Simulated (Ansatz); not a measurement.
Start from InAgTe₂ in the chalcopyrite structure (space group I-42d, No. 122; a = 6.4319 Å, c = 12.7658 Å). Axes: x, y, z lie along a, b, c of the conventional cell.

Method: PBEsol (Ansatz, a first-principles code, PAW, no SOC).

Perturbation: every lattice vector is shortened by 2.25 %; the atoms relax in the strained cell.

### Question
Predict the stress tensor and what it implies for the stiffness.

### Answer
Stress of the strained cell less that of the base (GPa, compression positive):
```
   3.62    0.00    0.00
   0.00    3.62    0.00
   0.00    0.00    3.60
```

Then B = −ΔP/(ΔV/V₀) with ΔV/V₀ = -0.0660 gives secant stiffness values (nonlinear terms included at this strain): B (at held cell shape, above the free-shape value) ≈ 55 GPa.

As a check, the harmonic strain energy −½ V₀ Δσ:ε is 25 meV/atom; the computed energy rise is 23 meV/atom.

Whether these cells are dynamically stable was not tested.
